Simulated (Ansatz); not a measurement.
Consider WS2 (space group P6_3/mmc, No. 194; a = 3.1147 Å, c = 11.7724 Å; layered, stacked along the Cartesian z axis). Axes: x lies along a and z along c of the hexagonal cell.

Method: Kohn–Sham DFT with the PBEsol-D3(BJ) functional, run in Ansatz (a first-principles code) with PAW and 420 eV plane waves, without spin-orbit coupling.

Base values:

| Item | Value |
|---|---|
| Hole mass | 0.96 mₑ along c, 0.46 mₑ across (at Γ) |

It is then changed as follows: biaxial strain −1.80 %, plane normal [001], relaxed out of plane (Cartesian); in-plane vectors clamped, the third vector and the atoms free.

Problem. What happens to the out-of-plane strain?

Solution. The out-of-plane strain comes out as +0.60 %.

Problem. What does the calculation give for the hole mass after the change?

Solution. The hole mass goes from 0.96 mₑ along c, 0.46 mₑ across (at Γ) to 0.81 mₑ out of plane, 0.57 mₑ in plane (at Γ).

Spin-orbit coupling, missing from the scalar runs, can matter with W. The levels and masses belong to the bands next to the band gap. Effective masses come from finite differences of ±0.01 Å⁻¹. Stability against distortions was not tested.
